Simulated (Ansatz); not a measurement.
## KI: band gap against strain

KI (rock salt, Fm-3m, 46.315 Å³/atom at rest, cube axes along x, y and z) under an equal strain ε along all three axes. PBE in Ansatz, a plane-wave DFT program (PAW, default set), 420 eV, 8×8×8 Γ-centred mesh, Fermi-Dirac smearing 0.05 eV; ions are relaxed within the symmetry of each cell. Gaps are the smallest over the k-mesh and a band path, without spin-orbit coupling; in all rows the valence edge lies at Γ and the conduction edge at Γ.

Here s stands for strain and Eg for gap.

```csv
strain (%),gap (eV)
-3.00,?
-1.50,3.958
-1.00,3.923
-0.50,3.889
0.00,3.855
0.50,3.823
1.00,3.791
1.50,3.760
```

Taking a straight line for Eg over the 7 complete rows: Means: s 0, Eg 3.8570. About the means, the sum of products is -0.46200 and the sum of squares of s is 7.0000; the slope is their ratio. Least squares gives Eg = 3.8570 - 0.06600·s. Residuals (row less fit): 0.0020, 0.0000, -0.0010, -0.0020, -0.0010, 0.0000, 0.0020; standard error 0.0017 (degrees of freedom: 5). Over these rows the gap moves by -6.6 ± 0.06 eV per unit strain, or -2.2 eV per unit of ln V.

Task: Estimate the missing Eg (s = -3.00); what did the run itself give?

Result: Eg = 3.8570 - 0.06600 × (-3.0) = 4.0550 eV. The calculation gives 4.068 eV, 0.0130 eV above the prediction (4.2 % of the range of Eg in the table). The row lies outside the fitted rows, so this is an extrapolation. From the scatter of the fitted rows alone, a prediction at this place has a standard error of 0.0026 eV, so the miss is 5.0 times that.

One order more, fitted to all 13 runs of the series, follows each within 0.001, so the miss is the next term of a smooth law. Other structures, which can take over under pressure, weren't tried. Spin-orbit coupling is left out, which can shift this property for KI. Rows are the converged runs of the series near zero and its far end; series whose fitted rows scatter by over a few per cent of the range, as at a crossing or softening among them, aren't shown in this form. Most that stay on the fit to the last digits aren't either.
